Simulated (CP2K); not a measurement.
Worked example: self-consistent single point of MoN2 (C2/m, 6 atoms in the cell) in CP2K.

Level of theory: CP2K 2026.2 with LDA (Pade form), GPW, DZVP-MOLOPT-SR-GTH basis, GTH-PADE potentials (GTH_POTENTIALS).

```xyz
6
Lattice="5.6764 0.0000 0.0000 4.4476 3.5271 0.0000 -1.4963 -0.5213 3.8701" Properties=species:S:1:pos:R:3 pbc="T T T"
Mo     2.8433     0.9906     2.6787
Mo     5.7844     2.0152     1.1914
N      1.0231     0.3564     1.7163
N      7.6046     2.6494     2.1538
N      3.9694     1.3829     0.6002
N      4.6583     1.6229     3.2699
```

Reference input (self-consistent single point, DFT PBEsol, GPW, DZVP-MOLOPT-SR-GTH basis, GTH-PBE potentials (GTH_POTENTIALS)): CUTOFF = 500 Ry; REL_CUTOFF = 40 Ry; SMEAR/METHOD = FERMI_DIRAC; ELECTRONIC_TEMPERATURE = 1160.45 K; KPOINTS/SCHEME = MONKHORST-PACK 6 6 6; GAMMA_CENTERED = T; XC_FUNCTIONAL = PBE:PBESOL; Mo/BASIS_SET = DZVP-MOLOPT-SR-GTH; Mo/POTENTIAL = GTH-PBE-q14; N/BASIS_SET = DZVP-MOLOPT-SR-GTH; N/POTENTIAL = GTH-PBE-q5; METHOD = GPW. This run's input differs from it in these lines:

```diff
@@ -43,6 +43,3 @@
     &XC
-      &XC_FUNCTIONAL
-        &PBE
-          PARAMETRIZATION PBESOL
-        &END PBE
+      &XC_FUNCTIONAL PADE
       &END XC_FUNCTIONAL
@@ -81,3 +78,3 @@
       BASIS_SET DZVP-MOLOPT-SR-GTH
-      POTENTIAL GTH-PBE-q14
+      POTENTIAL GTH-PADE-q14
     &END KIND
@@ -85,3 +82,3 @@
       BASIS_SET DZVP-MOLOPT-SR-GTH
-      POTENTIAL GTH-PBE-q5
+      POTENTIAL GTH-PADE-q5
     &END KIND
```

Output, abridged:

```
 SCF WAVEFUNCTION OPTIMIZATION

  Step     Update method      Time    Convergence         Total energy    Change
     1 NoMix/Diag. 0.30E+00      -     0.97382109      -176.5292906479 -1.77E+02
     2 Broy./Diag. 0.30E+00      -     0.63384675      -176.1457144540  3.84E-01
     3 Broy./Diag. 0.30E+00      -     0.16783510      -176.2346876387 -8.90E-02
     4 Broy./Diag. 0.30E+00      -     0.14050127      -176.4994999144 -2.65E-01
     5 Broy./Diag. 0.30E+00      -     0.08796544      -175.8663900761  6.33E-01
     6 Broy./Diag. 0.30E+00      -     0.00755727      -176.1517295146 -2.85E-01
   [... 6 lines left out ...]
    13 Broy./Diag. 0.30E+00      -     0.00001383      -176.2391990596 -9.95E-05
    14 Broy./Diag. 0.30E+00      -     0.00000010      -176.2392786270 -7.96E-05
    15 Broy./Diag. 0.30E+00      -     0.00000012      -176.2392801058 -1.48E-06
    16 Broy./Diag. 0.30E+00      -     0.00000003      -176.2392802831 -1.77E-07
  *** SCF run converged in    16 steps ***

  Overlap energy of the core charge distribution:               0.00000000097880
  Self energy of the core charge distribution:               -354.71564121260508
  Core Hamiltonian energy:                                     87.23694160968452
  Hartree energy:                                             116.56454382454571
  Exchange-correlation energy:                                -25.32353892100490
  Electronic entropic energy:                                  -0.00158558470437
  Fermi energy:                                                 0.27796947853499

  Total energy:                                              -176.23928028305849
  Total energy (extrapolated to T->0):                       -176.23848749070632

   [... lines left out ...]

 STRESS| Analytical stress tensor [bar]
 STRESS|                        x                   y                   z
 STRESS|      x       -1.13575177510E+05  -1.77689228598E+03  -3.16783236131E+03
 STRESS|      y       -1.77689228598E+03  -1.09093615273E+05  -1.10360856097E+03
 STRESS|      z       -3.16783236131E+03  -1.10360856097E+03  -1.12106634152E+05
 STRESS| 1/3 Trace                                            -1.11591808978E+05
```

The run converged in 16 iterations. Against the reference run the pressure goes from -7.19 to -11.16 GPa and the largest force goes from 0.270 to 0.380 eV/Å.

The starting cell comes from a database of computed structures (which also holds hypothetical and non-ambient phases and stackings), without a prior relaxation at this level. Its lattice was rescaled by a random factor within 2.5 % of one. Spin polarisation is off. Values carry the incompleteness of an atom-centred basis. With a pressure of about -11 GPa the cell is away from its equilibrium volume at this level.

Cost on one core of a shared machine: roughly 3 min.
